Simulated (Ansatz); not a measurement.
The reference is PbSe in the rock salt structure (space group Fm-3m, No. 225).

```xyz
2
Lattice="0.0000 3.0889 3.0889 3.0889 0.0000 3.0889 3.0889 3.0889 0.0000" Properties=species:S:1:pos:R:3 pbc="T T T"
Se     0.0000     0.0000     0.0000
Pb     3.0889     3.0889     3.0889
```

Cartesian axes are those of the cell as printed.

Level of theory: Kohn–Sham DFT with the r2SCAN functional, run in Ansatz (a program for electronic structure) with PAW and 500 eV plane waves, scalar-relativistic without spin-orbit coupling, earlier PAW set.

Strains are applied to the cell and any free atomic positions relax; under biaxial strain the out-of-plane vector relaxes too.

One change was made to it. Results:

```tsv
quantity	base	after
energy relative to the base (free energy F)	0 meV/atom	+0.4 meV/atom
band gap	0.67 eV	0.59 eV
```

Problem. Which of these changes matches the shifts?
(A) biaxial strain −3.89 %, plane normal [111], relaxed out of plane
(B) isotropic strain +0.29 %
(C) biaxial strain −0.55 %, plane normal [111], relaxed out of plane
(D) isotropic strain −4.54 %
(E) uniaxial strain ε_xx = −1.19 %

Solution. C, biaxial strain −0.55 %, plane normal [111], relaxed out of plane. For comparison, the band gap in the other runs: biaxial strain −3.89 %, plane normal [111], relaxed out of plane gives zero; uniaxial strain ε_xx = −1.19 % gives 0.63 eV; isotropic strain −4.54 % gives 0.12 eV; isotropic strain +0.29 % gives 0.70 eV.

A case with no gap was solved on a k-mesh chosen for an insulator, which is coarse for it. With Pb present, leaving out spin-orbit coupling can change the band edges. Stability against distortions was not tested. The final runs are not spin-polarised. The zero or small gap of PbSe under biaxial strain −3.89 %, plane normal [111], relaxed out of plane and PbSe under isotropic strain −4.54 % can change with the level of theory.
